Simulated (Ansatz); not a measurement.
The parent structure is TiO$_{2}$ in the anatase structure (space group I4_1/amd, No. 141; a = 3.7698 Å, c = 9.5518 Å). Axes: x, y, z lie along a, b, c of the conventional cell.

Modification: tensile biaxial strain of 2.46 % in the plane normal to [001], as in epitaxy on a mismatched substrate; the out-of-plane cell vector and the atoms relax.

Levels (all Ansatz, a quantum-chemistry and plane-wave program, PAW): PBEsol (420 eV, scalar-relativistic without spin-orbit coupling); r2SCAN (500 eV, no SOC); HSE06 (420 eV, no spin-orbit coupling).

At the geometry relaxed with PBEsol, these levels gave the following band gaps, in shuffled order: (a) 2.32 eV, (b) 3.42 eV, (c) 1.90 eV.

Task: Match each gap to its level.

Result: (a) r2SCAN; (b) HSE06; (c) PBEsol.

Single points use the geometry relaxed with PBEsol. HSE06 gaps are upper bounds (no full band path). Whether these cells are dynamically stable was not tested. The final runs are not spin-polarised.
